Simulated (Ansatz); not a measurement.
**Rock-salt LuN: band gap by level of theory**

No measured value is used here.

```csv
level (code),value (eV)
LDA (Ansatz),0.00
LDA+SOC (Ansatz),0.00
BLYP (Ansatz),0.04
PBEsol (Ansatz),0.00
PBEsol+SOC (Ansatz),0.00
HSE06 (Ansatz),?
PBE0 (Ansatz),?
```

Problem. Some entries are withheld; supply them.

Solution. 
- HSE06 (Ansatz, a first-principles code), value (eV): 0.90
- PBE0 (Ansatz), value (eV): 1.53

Computed values are for a static lattice. Spin–orbit coupling is included only where a level's name says +SOC; with heavier elements it mostly lowers gaps and can invert bands. A gap of zero means that the bands touch or overlap; how far they overlap is not shown.  BLYP: the gap is read on the k mesh or supercell of the run alone and can be too large. Values are at the measured cell. Cutoffs and k meshes differ between the levels. Ansatz's density-functional and Hartree–Fock values are scalar-relativistic unless marked +SOC, with PAW data made under PBE.
